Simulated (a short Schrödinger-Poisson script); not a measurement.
From a short Schrödinger-Poisson script (our own, NumPy): 1D Poisson equation in equilibrium, electrons quantum, Hartree (BenDaniel-Duke, 40 states a valley, the channel's in-plane mass for all, wave functions free to enter the barrier), parabolic valleys, classical holes, donors ionised by Fermi statistics, acceptors fully, no traps, pinning or gate leakage.

Structure: gated In0.52Al0.48As/In0.53Ga0.47As modulation-doped gas in a quantum well, at 77 K.

From the gate side: 30 nm In0.52Al0.48As; 40 nm In0.52Al0.48As, donors 8.5e17 cm⁻³; 20 nm In0.52Al0.48As; 6 nm In0.53Ga0.47As; 4000 nm In0.52Al0.48As, acceptors 1e15 cm⁻³.

The device is made up for the run: typed textbook-type constants, with dimensions and the other settings drawn at random. In0.52Al0.48As: permittivity 12.5, conduction-band edge (eV) 0.52, gap (eV) 1.45, electron mass (mₑ) 0.075, Nv at 300 K (cm⁻³) 1.1e19. In0.53Ga0.47As: permittivity 13.9, conduction-band edge (eV) 0, gap (eV) 0.74, Nv at 300 K (cm⁻³) 7.7e18.

Channel valleys (confinement mass, in-plane density-of-states mass, number): Γ 0.041, 0.041, 1. At the gate the conduction-band edge of layer 1 lies 0.65 eV − eVg above the Fermi level of the channel; the field vanishes at the back. Donor level 0.02 eV below the band edge. The barrier under the gate holds no holes. Gaps are held at their typed values at every temperature. Mesh 0.08 nm at interfaces.

**Question.** Give the sheet density of all electrons at Vg = 0.4 V (cm⁻²); the sheet density of all electrons at Vg = -1.6 V (cm⁻²); the gate voltage at 1e11 electrons/cm² (V).

**Answer.** sheet density of all electrons at Vg = 0.4 V (cm⁻²): 7.84e11; sheet density of all electrons at Vg = -1.6 V (cm⁻²): 3.42e11; gate voltage at 1e11 electrons/cm² (V): -1.91.
